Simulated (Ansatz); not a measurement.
# Migration barriers: C vacancy in 4H silicon carbide strained by +1.5 % along x and y, z held, charge state +2

Defect migration in 4H silicon carbide strained by +1.5 % along x and y, z held: C vacancy, charge state +2. These are PBE, PAW (plane waves to 420 eV; Ansatz, a first-principles code) values and carry that method's errors.

Settings: 72 host sites, the strained lattice (strain from the relaxed PBE one, atoms relaxed), a 2×2×2 k-point mesh shifted by half a step along c, smearing 0.01 eV, spin-restricted, no image-charge correction. Energies are static. The charge state is imposed; whether it is stable for some Fermi level was not computed. Forms of the defect that were not tried may lie lower.

| Route | Start site over the lowest site run (eV) | Hop (Å) | Forward barrier (eV) | Backward barrier (eV) | Neighbours at the start | Neighbours at the saddle | Saddle order |
|---|---|---|---|---|---|---|---|
| one C atom jumps into the vacancy from a nearby C site | 0.00 | 3.09 | 4.89 | 4.85 | Si at 1.87, 2 Si at 1.92, Si at 1.94 Å | Si at 1.81, 2 Si at 2.24, 2 Si at 2.26 Å | not checked, on a symmetry element |
| one C atom jumps into the vacancy from a nearby C site | 0.00 | 3.10 | 5.12 | 5.08 | Si at 1.87, Si at 1.91, 2 Si at 1.94 Å | Si at 1.73, Si at 1.84 Å | not checked |
| one C atom jumps into the vacancy from a nearby C site | 0.00 | 3.14 | 5.23 | 5.23 | Si at 1.88, Si at 1.91, Si at 1.92, Si at 1.94 Å | Si at 1.79, 4 Si at 2.25 Å | not checked, on a symmetry element |

Paths come from CI-NEB runs. Of the routes that converged and passed our checks, the lowest saddle point lies 4.89 eV above the lowest of the sites run (one C atom jumps into the vacancy from a nearby C site); other sites, such as split forms, and other routes may lie lower. A band can be held on a symmetry element, so unchecked saddle points there may be too high.
